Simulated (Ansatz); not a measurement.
The starting structures come from a database of crystals and need not be the phases stable at ambient conditions.

Consider the following.

```
CELL_PARAMETERS angstrom
      3.80831     0.00000     0.00000
      1.90415     6.39736     0.00000
      1.90415     0.56677     3.24903
ATOMIC_POSITIONS crystal
  Ga 0.43537 0.69389 0.43537
  Ga 0.56463 0.30611 0.56463
  P  0.05739 0.82784 0.05739
  P  0.94261 0.17216 0.94261
```

Space group of this cell: R-3m. The cell is strained (all lengths scaled by 0.98); by r2SCAN its mean pressure is 2.6 GPa.

Transport runs along the normal of the first two printed cell vectors, the (101) plane of the conventional cell.

No gap correction and no spin-orbit coupling; mid-gap values are interpolated between computed energies.

Question: Give the band gap and the smallest decay constant κ at mid-gap that Ansatz (a first-principles code) with r2SCAN yields.

Answer: Gap 1.06 eV on a 10×10×10 mesh; κ = 0.112 1/Å, at the zone centre.
